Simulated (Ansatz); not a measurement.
**What biaxial strain −2.50 %, plane normal [111], relaxed out of plane does to NaF**

Take NaF in the rock salt structure (space group Fm-3m, No. 225; a = 4.6291 Å) as the base. Axes: x, y, z lie along the cube axes.

Perturbation: compressive biaxial strain of 2.50 % in the plane normal to [111], as in epitaxy on a mismatched substrate; the out-of-plane cell vector and the atoms relax.

Level of theory: PBEsol (Ansatz, a quantum-chemistry and plane-wave program), no SOC. k-mesh 12×12×12 (Γ-centred); smearing 0.05 eV (Fermi–Dirac).

```json
[
 {"quantity": "volume per atom", "base": "12.40 Å³", "changed": "11.99 Å³", "shift": "-0.404 Å³"},
 {"quantity": "energy relative to the base (free energy F)", "base": "0 meV/atom", "changed": "+4.8 meV/atom", "shift": "+4.8 meV/atom"},
 {"quantity": "pressure (mean of the normal stresses, compression positive)", "base": "0.00 GPa", "changed": "1.70 GPa", "shift": "+1.70 GPa"},
 {"quantity": "band gap", "base": "6.20 eV", "changed": "6.32 eV", "shift": "+0.12 eV"},
 {"quantity": "gap character", "base": "direct at Γ", "changed": "direct at Γ", "shift": "–"},
 {"quantity": "electron mass", "base": "0.56 mₑ (at Γ)", "changed": "0.56 mₑ (at Γ)", "shift": "–"},
 {"quantity": "valence-band top at Γ (three highest levels, from the VBM)", "base": "0.00, 0.00, 0.00 eV", "changed": "0.00, 0.00, -0.13 eV", "shift": "–"},
 {"quantity": "out-of-plane strain", "base": "–", "changed": "+1.76 %", "shift": "–"},
 {"quantity": "ratio −ε⊥/ε∥", "base": "–", "changed": "0.71", "shift": "–"}
]
```

Final structure (turned so that z lies along the plane normal):

```
CELL_PARAMETERS angstrom
      3.19142     0.00000     0.00000
      1.59571     2.76385     0.00000
      1.59571    -0.92128     2.71976
ATOMIC_POSITIONS crystal
  Na 0.00000 0.00000 0.00000
  F  0.00000 0.50000 0.50000
```

Effective masses come from finite differences of ±0.01 Å⁻¹. Whether these cells are dynamically stable was not tested. Labels are those of the standard path for the cell's own space group.
